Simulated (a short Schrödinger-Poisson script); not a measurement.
System: MOS inversion layer, SiO2 on p-type Si(100), at 300 K.

From the gate side: 2.1 nm SiO2; 700 nm Si, acceptors 3.8e17 cm⁻³.

Constants are typed, rounded textbook-type inputs, not results; the design itself was drawn at random and stands for no fabricated device. SiO2: permittivity 3.9, conduction-band edge (eV) 3.15, gap (eV) 9, electron mass (mₑ) 0.5. Si: permittivity 11.7, conduction-band edge (eV) 0, gap (eV) 1.124, Nv at 300 K (cm⁻³) 3.1e19.

Channel valleys (confinement mass, in-plane density-of-states mass, number): Δ2 0.916, 0.19, 2; Δ4 0.19, 0.417, 4. At the gate the conduction-band edge of layer 1 lies 3.71 eV − eVg above the Fermi level of the channel; the field vanishes at the back. Gaps are held at their typed values at every temperature. Mesh 0.03 nm at interfaces.

Solved with a short Schrödinger-Poisson script written for these runs: 1D Poisson equation in equilibrium, electrons quantum, Hartree (BenDaniel-Duke, 12 states a valley, the channel's in-plane mass for all, wave functions free to enter the dielectric), parabolic valleys, classical holes, full ionisation, no traps, pinning or gate leakage.

```tsv
Vg (V)	electrons (cm⁻²)	C (μF/cm²)	Δ2 E0 (meV from the Fermi level)	Δ4 E0 (meV from the Fermi level)
0.7	2.46e10	0.272	148.7	194.3
0.8	2.68e11	0.773	85.7	133.3
0.9	8.32e11	1.08	54.4	104.7
1	1.53e12	1.20	36.5	89.6
1.1	2.30e12	1.26	23.9	79.7
1.2	3.09e12	1.30	14.0	72.4
1.3	3.91e12	1.33	5.7	66.7
1.4	4.74e12	1.35	-1.5	61.9
1.5	5.59e12	1.36	-8.0	57.7
1.6	6.44e12	1.37	-13.9	54.1
1.7	7.30e12	1.38	-19.4	50.8
1.8	8.17e12	1.39	-24.6	47.7
1.9	9.04e12	1.40	-29.4	44.9
2	9.92e12	1.41	-34.1	42.3
2.1	1.08e13	1.41	-38.6	39.8
2.2	1.17e13	1.42	-42.9	37.4
```

Gate voltages with under 1e9 electrons/cm² are left out.

**Question.** At Vg = 2.2 V the lowest Δ2 subband lies at -42.9 meV from the Fermi level. How many electrons does it hold, and what share of all?

**Answer.** The two-dimensional density of states is g m/(πħ²) = 1.59e11 cm⁻² meV⁻¹ (both spins), kT = 25.9 meV, so n = D kT ln(1 + exp(−E/kT)) = 7.52e12 cm⁻², 0.64 of the 1.17e13 cm⁻² in all.

**Question.** Compare the slope of the sheet density between 2 and 2.2 V with the geometric capacitance of the layers between gate and channel.

**Answer.** q Δn/ΔV = 1.43 μF/cm²; ε0/Σ(t/ε) = 1.64 μF/cm². The ratio is 0.87: the channel acts as a further capacitance in series.
